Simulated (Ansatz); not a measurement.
# What isotropic strain −1.50 % does to Nb

Start from Nb in the bcc (W type) structure (space group Im-3m, No. 229; a = 3.2729 Å; relaxed with 0.1 eV smearing).

Now apply this change: every lattice vector is shortened by 1.50 %, atoms relaxed at fixed cell.

The values are results of Kohn–Sham DFT with the PBEsol functional, run in Ansatz (a quantum-chemistry and plane-wave program) with PAW and 420 eV plane waves, no spin-orbit coupling, not measurements. k-mesh 28×28×28 (Γ-centred); smearing 0.1 eV (Fermi–Dirac).

| quantity | base | changed | shift |
|---|---|---|---|
| volume per atom | 17.53 Å³ | 16.75 Å³ | -0.78 Å³ |
| space group | Im-3m (No. 229) | Im-3m (No. 229) | – |
| shortest interatomic distance | 2.834 Å | 2.792 Å | -0.0425 Å |
| energy relative to the base (free energy F) | 0 meV/atom | +21 meV/atom | +21 meV/atom |
| pressure | 0.0 GPa | 8.9 GPa | +8.9 GPa |
| band gap | zero | zero | – |

Whether these cells are dynamically stable was not tested. All final runs are without spin polarisation.
